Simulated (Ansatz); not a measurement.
An Ansatz (an electronic-structure program) input (HSE06, PAW, 420 eV (Ansatz; without spin-orbit coupling)):

Ansatz 0.2 input:
```yaml
crystal:
  lattice:
    - [0, 2.7278132403, 2.7278132403]
    - [2.7278132403, 0, 2.7278132403]
    - [2.7278132403, 2.7278132403, 0]
  atoms:
    - { symbol: Bi, position: [0.75, 0.75, 0.75] }
    - { symbol: B, position: [0, 0, 0] }
basis: { ecutwfc: 420, ecutrho_ratio: 4, xc_grid: 2, fft_grid_basis: typed }
kpoints: { mp_grid: { grid: [8, 8, 8] } }
hamiltonian:
  xc: hse06
  dispersion: none
  pseudopotentials: { kind: paw }
scf: { occupations: { method: fermi_dirac, width: 0.01 } }
output: { eigenvalues: true, eigenstates: { kpoints: [[0, 0, 0], [0, 0, 0.5], [-0.5, -0.5, 0]] } }
```

Q: Which symmetry and how many k-points will the program report, and about how many plane waves at Γ?

A: Space group F-43m (ITA 216) with 24 operations, k-points 29 of 512, and 821 plane waves at Γ.

Single points use the geometry relaxed with PBEsol. Stability against distortions was not tested. The cell is BiB in the zinc blende structure (space group F-43m, No. 216; a hypothetical phase, not in the database extracts checked).
